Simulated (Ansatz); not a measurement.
How the lattice constant a of TaRe₃ (model structure, started from the A15 type, Pm-3n, No. 223, 8 atoms in the cell) moves with the method

No measured value is used here.

```json
[
 {"level (code)": "LDA (Ansatz)", "value (Å)": "4.963"},
 {"level (code)": "PBE (Ansatz)", "value (Å)": "5.039"},
 {"level (code)": "PBEsol (Ansatz)", "value (Å)": "4.992"},
 {"level (code)": "r²SCAN (Ansatz)", "value (Å)": "5.012"}
]
```

Density-functional levels without +SOC have no spin–orbit coupling. LDA, PBE, PBEsol, r²SCAN: the run has no spin polarisation, so it can have missed a magnetic state. Cutoffs differ between the levels. Ansatz's density-functional and Hartree–Fock values are scalar-relativistic unless marked +SOC, with PAW data made under PBE.

A model structure was made by putting elements into a prototype or built by hand; it is no filed structure, need not be a known phase, and can be a saddle point held by its symmetry.

Ansatz is an electronic-structure program.
